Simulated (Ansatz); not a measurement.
WO3 (P4/ncc, No. 130, 16 atoms in the cell; start mp-18773; a measured phase of this formula has another space group) was calculated with LDA in Ansatz (PAW).

Run with plane-wave cutoff 500 eV, 8×8×6 k mesh (along the axes of the cell as run), gaussian smearing 0.02 eV, no spin polarisation, scalar-relativistic PAW data made under PBE.

Cell (relaxed at this level):

```
WO3
1.0
    5.18108     0.00000     0.00000
    0.00000     5.18108     0.00000
    0.00000     0.00000     7.76747
W O
4 12
Direct
  0.00000   0.50000   0.21756
  0.50000   0.00000   0.28244
  0.50000   0.00000   0.78244
  0.00000   0.50000   0.71756
  0.30096   0.30096   0.75000
  0.19904   0.80096   0.75000
  0.69904   0.69904   0.75000
  0.80096   0.19904   0.75000
  0.19904   0.19904   0.25000
  0.30096   0.69904   0.25000
  0.80096   0.80096   0.25000
  0.69904   0.30096   0.25000
  0.00000   0.50000   0.99166
  0.50000   0.00000   0.50834
  0.50000   0.00000   0.00834
  0.00000   0.50000   0.49166
```

Q: What does this level give for the band gap?

A: 
- band gap = 1.07 eV (on the SCF k mesh)

Note: the relaxation could not lower the start's symmetry, so the cell can be a saddle point above a distorted one.

Spin–orbit coupling is not included.

Static lattice: no zero-point or thermal effects.

A start named mp-… is a Materials Project structure, which need not be a measured phase.

Ansatz is a program for electronic structure.
